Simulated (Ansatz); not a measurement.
Ansatz (a first-principles code) run on WC (P3m1, 2 atoms in the cell): self-consistent single point.

Method: LDA (PW92), PAW files made with PBE (plane waves; Ansatz).

The change in words: lattice scaled by 0.98; kpoints.mp_grid.grid: 13 13 12 → 10 10 9. Reference geometry:
```yaml
crystal:
  lattice:
    - [1.46227, -2.53274, 0.00000]
    - [1.46227, 2.53274, 0.00000]
    - [0.00000, 0.00000, 2.85420]
  atoms:
    - { symbol: W, position: [0.00000, 0.00000, 0.01752] }
    - { symbol: C, position: [0.33333, 0.66667, 0.50000] }
```

Reference input (self-consistent single point, DFT, LDA (PW92), plane waves, PAW files made with PBE): basis.ecutwfc = 420 eV; kpoints.mp_grid.grid = 13 13 12; hamiltonian.xc = lda; hamiltonian.pseudopotentials = {kind: paw} (the program's default PAW files); scf.occupations.method = gaussian; scf.occupations.width = 0.1 eV. This run's input differs from it in these lines:

Ansatz 0.2 input:
```diff
@@ -2,5 +2,5 @@
   lattice:
-    - [1.46227500, -2.53273500, 0.00000000]
-    - [1.46227500, 2.53273500, 0.00000000]
-    - [0.00000000, 0.00000000, 2.85420000]
+    - [1.43303000, -2.48208000, 0.00000000]
+    - [1.43303000, 2.48208000, 0.00000000]
+    - [0.00000000, 0.00000000, 2.79711600]
   atoms:
@@ -12,3 +12,3 @@
   mp_grid:
-    grid: [13, 13, 12]
+    grid: [10, 10, 9]
 hamiltonian:
```

Log, with long lists cut:

```
SCF iter   1: F=—  HF=-10375.415944 eV  |F-HF|=—  |Δ(HF+E_count)|=         —  Δρ=1.37e-1  dr2=4.84e0  ethr=3.10e-3  ⟨swp⟩=5.0  Hψ=6376  notcnv=0
all-band conjugate gradients solve this SCF's bands
preconditioner: auto → none
SCF iter   2: F=—  HF=-10374.796979 eV  |F-HF|=—  |Δ(HF+E_count)|=   6.19e-1  Δρ=9.56e-2  dr2=2.45e0  ethr=3.10e-3  ⟨swp⟩=2.0  Hψ=2541  notcnv=0
SCF iter   3: F=—  HF=-10374.155165 eV  |F-HF|=—  |Δ(HF+E_count)|=   6.42e-1  Δρ=6.93e-3  dr2=7.70e-3  ethr=3.10e-3  ⟨swp⟩=2.5  Hψ=2333  notcnv=0
SCF iter   4: F=—  HF=-10374.155358 eV  |F-HF|=—  |Δ(HF+E_count)|=   1.94e-4  Δρ=1.10e-3  dr2=1.02e-4  ethr=4.28e-5  ⟨swp⟩=1.4  Hψ=2358  notcnv=0
SCF iter   5: F=—  HF=-10374.155414 eV  |F-HF|=—  |Δ(HF+E_count)|=   5.60e-5  Δρ=1.83e-4  dr2=6.05e-6  ethr=5.65e-7  ⟨swp⟩=2.2  Hψ=1951  notcnv=0
SCF iter   6: F=—  HF=-10374.155414 eV  |F-HF|=—  |Δ(HF+E_count)|=   2.39e-7  Δρ=4.88e-5  dr2=4.07e-7  ethr=3.36e-8  ⟨swp⟩=2.0  Hψ=2013  notcnv=0
SCF iter   7: F=-10374.155414 eV  HF=-10374.155414 eV  |F-HF|=1.22e-10  |Δ(HF+E_count)|=   1.36e-7  Δρ=9.21e-6  dr2=4.46e-9  ethr=5.56e-10  ⟨swp⟩=5.1  Hψ=6022  notcnv=0
SCF 1 converged in 7 iterations: F = -10374.155414 eV  dr2 = 4.46e-9
Free energy (F): -10374.155414 eV
Internal energy: -10374.153988 eV  (E = F + TS)
E sigma→0 (E₀):  -10374.154701 eV
Entropy (-TS):   -0.001426 eV (-0.713 meV/atom)
Fermi energy:    21.066344 eV
--- Forces (eV/Å), atoms counted from 1 ---
  atom   1  W     -0.00000000    -0.00000000    -0.80568815
  atom   2  C     -0.00000000    -0.00000000     0.80569085
--- Stress (GPa, compression-positive) ---
        8.536195       0.000000      -0.000000
        0.000000       8.536195      -0.000000
       -0.000000      -0.000000       9.115143
  P = ⅓ Tr σ = 8.7292 GPa (87.292 kbar)
  The stress holds the Pulay correction. Without it, at fixed plane waves, as pw.x and ABINIT print it: P = 8.4659 GPa
```

The run converged in 7 iterations. Against the reference run the free energy drops by 18.2 meV/atom, the pressure goes from -16.11 to 8.73 GPa and the largest force goes from 0.607 to 0.806 eV/Å.

The starting cell has typed, rounded lattice constants, without a prior relaxation at this level. Its lattice was rescaled by up to half a per cent. One atom was moved a little off its site on purpose. For this run, on top of that: lattice scaled by 0.98. Spin polarisation is off. With a pressure of about 9 GPa the cell is away from its equilibrium volume at this level. Ansatz's pressure includes its estimate of the finite-basis (Pulay) stress.
